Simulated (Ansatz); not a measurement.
We consider Na₂CrO₄ (Cmcm, No. 63), described by r²SCAN+rVV10 (PAW; Ansatz, a program for electronic structure).

Settings: plane-wave cutoff 500 eV, 8×8×6 k mesh (along the axes of the cell as run), Fermi–Dirac smearing 0.05 eV, no spin polarisation, scalar-relativistic PAW data made under PBE.

Cell (relaxed at this level):

```cif
data_Cr4Na8O16
_chemical_formula_sum 'Na8 Cr4 O16'
_space_group_name_H-M_alt 'Cmcm'
_space_group_IT_number 63
_space_group_name_Hall '-C 2c 2'
_cell_length_a 5.78587
_cell_length_b 9.07696
_cell_length_c 7.06181
_cell_angle_alpha 90.000
_cell_angle_beta 90.000
_cell_angle_gamma 90.000
loop_
_atom_site_label
_atom_site_type_symbol
_atom_site_symmetry_multiplicity
_atom_site_Wyckoff_symbol
_atom_site_fract_x
_atom_site_fract_y
_atom_site_fract_z
_atom_site_occupancy
Na1 Na 4 c 0.00000 0.18796 0.75000 1
Na2 Na 4 b 0.00000 0.50000 0.00000 1
Cr1 Cr 4 c 0.00000 0.14506 0.25000 1
O1 O 8 f 0.00000 0.24953 0.06245 1
O2 O 8 g 0.23155 0.03889 0.25000 1
```
(The calculation used a cell of 14 atoms; values per cell refer to that cell.)

Problem. Give the computed band gap.

Solution. 
- band gap: 3.10 eV (on the SCF k mesh)

The computed numbers hold no vibrational or temperature effects.
